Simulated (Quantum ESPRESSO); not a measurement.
Quantum ESPRESSO is run on HfSiO4 (I4_1/amd, 12 atoms in the cell), and the run fails. The aim is a self-consistent single point with DFT, LDA (PZ), plane waves, GBRV 1.5 ultrasoft (LDA) pseudopotentials.

The input file:

```fortran
&CONTROL
  calculation = 'scf'
  prefix = 'hfsio4'
  outdir = './out'
  pseudo_dir = './'
  tprnfor = .true.
  tstress = .true.
/
&SYSTEM
  ibrav = 0
  nat = 12
  ntyp = 3
  ecutwfc = 40
  ecut_rho = 320
  occupations = 'smearing'
  smearing = 'gaussian'
  degauss = 0.0036749
/
&ELECTRONS
  conv_thr = 1e-10
/
ATOMIC_SPECIES
Hf   178.4900  hf_lda_v1.uspp.F.UPF
Si    28.0850  si_lda_v1.uspp.F.UPF
O     15.9990  o_lda_v1.2.uspp.F.UPF
ATOMIC_POSITIONS {crystal}
Hf    0.0000000000    0.0000000000    0.0000000000
Hf    0.7500000000    0.2500000000    0.5000000000
Si    0.2500000000    0.7500000000    0.5000000000
Si    0.5000000000    0.5000000000    0.0000000000
O     0.1340900000    0.3192000000    0.8148900000
O     0.0692000000    0.7543100000    0.6851100000
O     0.5043100000    0.3192000000    0.1851100000
O     0.0692000000    0.3840900000    0.3148900000
O     0.6159100000    0.9308000000    0.6851100000
O     0.6808000000    0.8659100000    0.1851100000
O     0.2456900000    0.9308000000    0.3148900000
O     0.6808000000    0.4956900000    0.8148900000
K_POINTS {automatic}
3 3 3  0 0 0
CELL_PARAMETERS {bohr}
  -6.1159039606     6.1159039606     5.5663073528
   6.1159039606    -6.1159039606     5.5663073528
   6.1159039606     6.1159039606    -5.5663073528
```

Output (repeated stretches shortened):

```
     This program is part of the open-source Quantum ESPRESSO suite
     for quantum simulation of materials; please cite

 %%%%%%%%%%%%%%%%%%%%%%%%%%%%%%%%%%%%%%%%%%%%%%%%%%%%%%%%%%%%%%%%%%%%%%%%%%%%%%
     Error in routine  read_namelists (1):
      bad line in namelist &system: "  ecut_rho = 320" (error could be in the previous line)
 %%%%%%%%%%%%%%%%%%%%%%%%%%%%%%%%%%%%%%%%%%%%%%%%%%%%%%%%%%%%%%%%%%%%%%%%%%%%%%

     stopping ...
```

Q: Read the log: what does the program object to, and what is the fix?

A: The fault is a keyword that the program does not know. The program does not know a key of this name. To fix it, use the program's own name for the key. The program stopped before any SCF iteration.

The sound input it was made from differs as follows (other fixes are possible):
```diff
-  ecut_rho = 320
+  ecutrho = 320
```

With that input, the run converged in 9 iterations: free energy E − TS -8115.4390 eV; top of the valence band (on the code's own zero) 8.49 eV; gap on the k-point mesh 5.60 eV; pressure 5.07 GPa; largest force (vector length) 0.467 eV/Å (DFT, LDA (PZ), plane waves, GBRV 1.5 ultrasoft (LDA) pseudopotentials).

On the sound input: the starting cell comes from a database of computed structures (which also holds hypothetical and non-ambient phases and stackings), without a prior relaxation at this level. Its lattice was rescaled by a random factor within 2.5 % of one. Spin-orbit coupling is off. With a pressure of about 5 GPa the cell is away from its equilibrium volume at this level.
